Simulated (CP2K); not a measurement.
# Worked example: self-consistent single point of a (001) slab of Ba (cut from a parent of space group no. 229; 4 atoms in the cell) in CP2K

Method of the run: PBEsol, GPW, DZVP-MOLOPT-SR-GTH basis, GTH-PBE potentials (GTH_POTENTIALS) in CP2K.

The input file:

```
&GLOBAL
  PROJECT run
  RUN_TYPE ENERGY_FORCE
  PRINT_LEVEL MEDIUM
&END GLOBAL
&FORCE_EVAL
  METHOD Quickstep
  STRESS_TENSOR ANALYTICAL
  &DFT
    BASIS_SET_FILE_NAME BASIS_MOLOPT
    POTENTIAL_FILE_NAME GTH_POTENTIALS
    &QS
      METHOD GPW
      EPS_DEFAULT 1E-10
    &END QS
    &MGRID
      CUTOFF 500
      REL_CUTOFF 50
      NGRIDS 5
    &END MGRID
    &SCF
      SCF_GUESS ATOMIC
      EPS_SCF 1E-7
      MAX_SCF 100
      ADDED_MOS 8
      &DIAGONALIZATION
        ALGORITHM STANDARD
      &END DIAGONALIZATION
      &MIXING
        METHOD BROYDEN_MIXING
        ALPHA 0.3
        NBUFFER 8
      &END MIXING
      &SMEAR ON
        METHOD METHFESSEL_PAXTON
        SIGMA [eV] 0.272
      &END SMEAR
    &END SCF
    &KPOINTS
      SCHEME MONKHORST-PACK 9 9 1
    &END KPOINTS
    &XC
      &XC_FUNCTIONAL
        &PBE
          PARAMETRIZATION PBESOL
        &END PBE
      &END XC_FUNCTIONAL
    &END XC
    &PRINT
      &MO
        EIGENVALUES T
        OCCUPATION_NUMBERS T
        NDIGITS 8
        FILENAME mo
        &EACH
          QS_SCF 0
        &END EACH
        ADD_LAST NUMERIC
      &END MO
      &MULLIKEN ON
      &END MULLIKEN
    &END PRINT
  &END DFT
  &SUBSYS
    &CELL
      A 5.12240800 0.00000000 0.00000000
      B 0.00000000 5.12240800 0.00000000
      C 0.00000000 0.00000000 17.53000000
      PERIODIC XYZ
    &END CELL
    &COORD
      SCALED
      Ba       0.00000000     0.00000000     0.42840800
      Ba       0.50000000     0.50000000     0.28522500
      Ba       0.00000000     0.00000000     0.71477500
      Ba       0.50000000     0.50000000     0.57159200
    &END COORD
    &KIND Ba
      BASIS_SET DZVP-MOLOPT-SR-GTH
      POTENTIAL GTH-PBE-q10
    &END KIND
  &END SUBSYS
  &PRINT
    &FORCES ON
    &END FORCES
    &STRESS_TENSOR ON
    &END STRESS_TENSOR
  &END PRINT
&END FORCE_EVAL
```

Output (repeated stretches shortened):

```
 GLOBAL| Method name                                                        CP2K
 GLOBAL| Project name                                                        run
 GLOBAL| Run type                                                   ENERGY_FORCE

 CELL| Volume [angstrom^3]:                                           459.970787
 CELL| Vector a [angstrom]:       5.122     0.000     0.000   |a| =     5.122408
 CELL| Vector b [angstrom]:       0.000     5.122     0.000   |b| =     5.122408
 CELL| Vector c [angstrom]:       0.000     0.000    17.530   |c| =    17.530000
 CELL| Angle (b,c), alpha [degree]:                                    90.000000
 CELL| Angle (a,c), beta  [degree]:                                    90.000000
 CELL| Angle (a,b), gamma [degree]:                                    90.000000
 CELL| Numerically orthorhombic:                                             YES
 CELL| Periodicity                                                           XYZ

 DFT| Spin restricted Kohn-Sham (RKS) calculation                            RKS
 DFT| Multiplicity                                                             1
 DFT| Number of spin states                                                    1
 DFT| Charge                                                                   0
 DFT| XC density smoothing                                                  NONE
 DFT| XC derivatives                                                          PW

 QS| Method:                                                                 GPW
 QS| Density plane wave grid type                        NON-SPHERICAL FULLSPACE
 QS| Number of grid levels:                                                    5
 QS| Density cutoff [a.u.]:                                                250.0
 QS| Multi grid cutoff [a.u.]: 1) grid level                               250.0
   [... lines left out ...]
 BRILLOUIN| Wavefunction type                                            COMPLEX
 BRILLOUIN| List of Kpoints [2 Pi/Bohr]                                       41
 BRILLOUIN| Number           Weight            X              Y              Z
 BRILLOUIN|     1           0.02469       -0.44444       -0.44444        0.00000
 BRILLOUIN|     2           0.02469       -0.44444       -0.33333        0.00000
 BRILLOUIN|     3           0.02469       -0.44444       -0.22222        0.00000
   [... 38 lines left out ...]
 *******************************************************************************

 Extrapolation method: initial_guess

 Re-scaling the density matrix to get the right number of electrons
                  # Electrons              Trace(P)               Scaling factor
                           40                40.000                        1.000

 Number of electrons:                                                         40
 Number of occupied orbitals:                                                 20
 Number of molecular orbitals:                                                28

 Number of orbital functions:                                                 56
 Number of independent orbital functions:                                     56
 SCF WAVEFUNCTION OPTIMIZATION

  Step     Update method      Time    Convergence         Total energy    Change
     1 NoMix/Diag. 0.30E+00      -     2.05496591      -102.0180080909 -1.02E+02
     2 Broy./Diag. 0.30E+00      -     0.08900441      -101.2106637549  8.07E-01
     3 Broy./Diag. 0.30E+00      -     0.06845613      -101.3603865363 -1.50E-01
     4 Broy./Diag. 0.30E+00      -     0.03139343      -101.5058718742 -1.45E-01
     5 Broy./Diag. 0.30E+00      -     0.00795039      -101.5946579984 -8.88E-02
     6 Broy./Diag. 0.30E+00      -     0.00697786      -101.5999009348 -5.24E-03
     7 Broy./Diag. 0.30E+00      -     0.01027506      -101.6036662007 -3.77E-03
   [... 7 lines left out ...]
    15 Broy./Diag. 0.30E+00      -     0.00000904      -101.6198427483 -2.75E-05
    16 Broy./Diag. 0.30E+00      -     0.00000035      -101.6198449813 -2.23E-06
    17 Broy./Diag. 0.30E+00      -     0.00000035      -101.6198426170  2.36E-06
    18 Broy./Diag. 0.30E+00      -     0.00000024      -101.6198410754  1.54E-06
    19 Broy./Diag. 0.30E+00      -     0.00000004      -101.6198404450  6.30E-07
  *** SCF run converged in    19 steps ***

  Electronic density on regular grids:        -39.9999999993        0.0000000007
  Core density on regular grids:               39.9999999945       -0.0000000055
  Total charge density on r-space grids:       -0.0000000049
  Total charge density g-space grids:          -0.0000000049

  Overlap energy of the core charge distribution:               0.00000000000000
  Self energy of the core charge distribution:               -208.95910501768751
  Core Hamiltonian energy:                                     40.55091764768638
  Hartree energy:                                              81.20520176889731
  Exchange-correlation energy:                                -14.41730819921125
  Smearing free energy correction:                              0.00045335524553
  Fermi energy:                                                 0.07272947408385

  Total energy:                                              -101.61984044495243

                     Mulliken Population Analysis

 #  Atom  Element  Kind  Atomic population                           Net charge
       1     Ba       1         10.002368                             -0.002368
       2     Ba       1          9.997632                              0.002368
       3     Ba       1          9.997632                              0.002368
       4     Ba       1         10.002368                             -0.002368
 # Total charge                             40.000000                 -0.000000

 ENERGY| Total FORCE_EVAL ( QS ) energy [hartree]           -101.619840525761418

 FORCES| Atomic forces [hartree/bohr]
 FORCES|   Atom     x               y               z               |f|
 FORCES|      1  1.22396291E-10  1.22393974E-10  4.16942649E-03   4.16942649E-03
 FORCES|      2  2.06924121E-10  2.06911802E-10 -3.40623254E-03   3.40623254E-03
 FORCES|      3  1.40728985E-10  1.40725173E-10  3.40623252E-03   3.40623252E-03
 FORCES|      4  1.83814496E-10  1.83815187E-10 -4.16942647E-03   4.16942647E-03
 FORCES| Sum     6.53863893E-10  6.53846137E-10 -2.80956682E-12
 FORCES| Total atomic force                                       9.24694898E-10

 STRESS| Analytical stress tensor [bar]
 STRESS|                        x                   y                   z
 STRESS|      x       -3.01663605344E+03   5.03027644133E-05   8.40777126361E-06
 STRESS|      y        5.03027644133E-05  -3.01663605344E+03   8.40894987851E-06
 STRESS|      z        8.40777126361E-06   8.40894987851E-06   2.66490516081E+03
 STRESS| 1/3 Trace                                            -1.12278898203E+03
```

The run converged in 19 iterations.

The starting cell has typed, rounded lattice constants, without a prior relaxation at this level. The slab is cut from that crystal, and its faces are unrelaxed. Its lattice was rescaled in the plane by a random factor within 2.5 % of one. Values carry the incompleteness of an atom-centred basis. The potentials were made for another functional than the one used.

Cost on one core of a shared machine: roughly 70 s.
